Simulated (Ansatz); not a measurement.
What Sr → Mg does to SrO

Take SrO in the rock salt structure (space group Fm-3m, No. 225; a = 5.122 Å) as the base.

It is then changed as follows: full substitution Sr → Mg; the structure is relaxed again.

Computed with PBEsol (Ansatz, a first-principles code; PAW; 420 eV plane waves; no spin-orbit coupling). Γ-centred 13×13×13 mesh, Fermi–Dirac width 0.05 eV, for the changed cell.

| quantity | base | changed | shift |
|---|---|---|---|
| volume per atom | 16.80 Å³ | 9.35 Å³ | -7.45 Å³ |
| density | 5.12 g/cm³ | 3.58 g/cm³ | -1.54 g/cm³ |
| lattice parameter a | 512.2 pm | 421.4 pm | -90.8 pm |
| space group | Fm-3m (No. 225) | Fm-3m (No. 225) | – |
| shortest interatomic distance | 256.1 pm | 210.7 pm | -45.4 pm |
| band gap | 3.20 eV | 4.62 eV | +1.42 eV |
| gap character | indirect, Γ → X | direct at Γ | – |
| width of the top valence band | 1.15 eV | 1.79 eV | +0.64 eV |
| electron mass | 1.2 mₑ along k, 0.39 mₑ across (at X) | 0.34 mₑ (at Γ) | – |
| hole mass (degenerate bands, along [100]) | – | 0.38, 2.1, 2.1 mₑ (at Γ) | – |

Final structure:

```
CELL_PARAMETERS angstrom
      0.00000     2.10703     2.10703
      2.10703     0.00000     2.10703
      2.10703     2.10703     0.00000
ATOMIC_POSITIONS crystal
  Mg 0.50000 0.50000 0.50000
  O  0.00000 0.00000 0.00000
```

Masses are band curvatures over ±0.01 Å⁻¹ around the edge. Along k means along the line from Γ to the band edge. No phonon test of stability was made.
